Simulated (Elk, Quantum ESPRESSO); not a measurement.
## Equation of state of zinc-blende BeSe (space group 216): energy against volume (Elk, PBE)

```
CELL_PARAMETERS angstrom
      0.00000     2.52430     2.52430
      2.52430     0.00000     2.52430
      2.52430     2.52430     0.00000
ATOMIC_POSITIONS crystal
  Be 0.00000 0.00000 0.00000
  Se 0.75000 0.75000 0.75000
```

Method of the run: PBE, all-electron FP-LAPW, Elk's shipped species files, default APW+lo basis (Elk). Settings: xctype = 20; rgkmax = 7.98; swidth = 0.000367493 Ha; ngridk = 11 11 11; rmtscf = 0.92; maxscl = 100; sphere radii = {Be: 1.656, Se: 2.208} bohr. The cell above is the first row's. The rows scale it uniformly. In all rows fractional positions and the k mesh are held. E is the free energy at the stated smearing, counted from the lowest row.

```csv
V (Å^3/atom),E (meV/atom)
16.085,26.10
16.435,13.45
16.784,5.17
17.134,0.78
17.484,0.00
17.834,2.41
18.183,7.73
18.533,15.69
18.883,?
```

Task: Using the third-order Birch-Murnaghan form, a cubic in V^(-2/3), estimate the missing E at V = 18.883 from the other rows, showing the fit.

Result: With u = V^(-2/3) - 0.150, the rows have u = 0.006935, 0.004699, 0.002547, 0.000462, -0.001553, -0.003501, -0.005382, -0.007208. Least squares gives E = 0.315 + 850.44·u + 413757·u² - 27408·u³. Residuals (row less fit): -0.003, 0.006, 0.005, -0.016, 0.008, 0.000, 0.003, -0.002; standard error 0.010 (degrees of freedom: 4). Its minimum lies at u = -0.001028, so V0 = (0.148972)^(-3/2) = 17.39. There d²E/du² = 827700 and d³E/du³ = -164400, so B0 = (4/9) × 17.39^(-7/3) × 827700 × 0.160218 = 75.2 GPa (the last factor turns the table's units into GPa), and B0' = 4 + (2/3) × 0.148972 × (-164400)/827700 = 4.0. At the withheld row, u = -0.008978, so E = 0.315 + 850.44 × (-0.008978) + 413757 × (-0.008978)² - 27408 × (-0.008978)³ = 26.050 meV/atom. The calculation gives 26.06 meV/atom, 0.010 meV/atom above the prediction (under 0.05 % of the range of E in the table). The row lies outside the fitted rows, so this is an extrapolation. From the scatter of the fitted rows alone, a prediction at this place has a standard error of 0.024 meV/atom, so the miss is 0.4 times that.

Carrying the step between the two nearest rows on in a straight line would have given 23.65, off by 2.41; series whose last step already gives the withheld value aren't shown. The scan was laid around a cell of about the measured size, scaled by a guess for this functional. The runs keep the symmetry of the cell, so they don't test it for distortions. A plane-wave scan with the same functional (Quantum ESPRESSO, GBRV) gives V0 = 17.39 Å^3/atom and B0 = 75.2 GPa; a Birch-Murnaghan fit to all rows here lies 0.0 % from it in V0 and 0 % in B0; the two differ in basis, and may differ in potentials and mesh. Values depend on the basis (sphere radii, cutoffs, local orbitals), which need not be converged. Sphere radii are the same in all rows. Cutoffs and mesh are single choices, not tested for convergence of this quantity. Series with a scatter that would blur these digits, or in which a gap closes, are not shown. Nor are scans whose minimum lies at an end fitted in this form.
